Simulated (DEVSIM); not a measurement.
Structure: Au/SiO2/p-Si capacitor, at 300 K.

| layer (left to right) | material | thickness (nm) | Na (cm⁻³) |
|---|---|---|---|
| 1 | SiO2 | 11.0 | - |
| 2 | Si | 17000 | 1.2e15 |

Metal gate on the left, work function 5.1 eV. Fixed charge at the semiconductor interface 0 cm⁻² (in units of +e); no interface traps.

This is a model device: material constants are rounded textbook-type values typed into the input, and sizes, dopings and lifetimes were drawn at random. Values at 300 K; Nc and Nv go as T^1.5, mobilities as T to minus their exponent, the gap by Varshni's rule with the affinity fixed.

```
parameter         SiO2        Si
----------------  ----  --------
gap (eV)             9     1.124
affinity (eV)      0.9      4.05
permittivity       3.9      11.7
Nc (cm⁻³)            -   2.86e19
Nv (cm⁻³)            -    3.1e19
Varshni α (eV/K)     -  0.000473
Varshni β (K)        -       636
```

Simulated with DEVSIM: 1D Poisson equation in equilibrium, Boltzmann statistics, complete ionisation; no quantum confinement or tunnelling. Metal contacts follow the ideal Schottky-Mott rule: no Fermi-level pinning, no interface dipoles.

The temperature was swept, all else fixed.

```csv
temperature (K),threshold voltage (band bending 2φF) (V),flat-band voltage (V),minimum of the low-frequency capacitance (μF/cm²)
250,0.89,0.13,0.0125
300,0.84,0.19,0.0144
350,0.78,0.25,0.0165
400,0.73,0.32,0.0206
450,0.67,0.39,0.0275
500,0.61,0.45,0.0457
```

From the first row to the last the threshold voltage (band bending 2φF) goes from 0.89 to 0.61. From the first row to the last the flat-band voltage goes from 0.13 to 0.45.
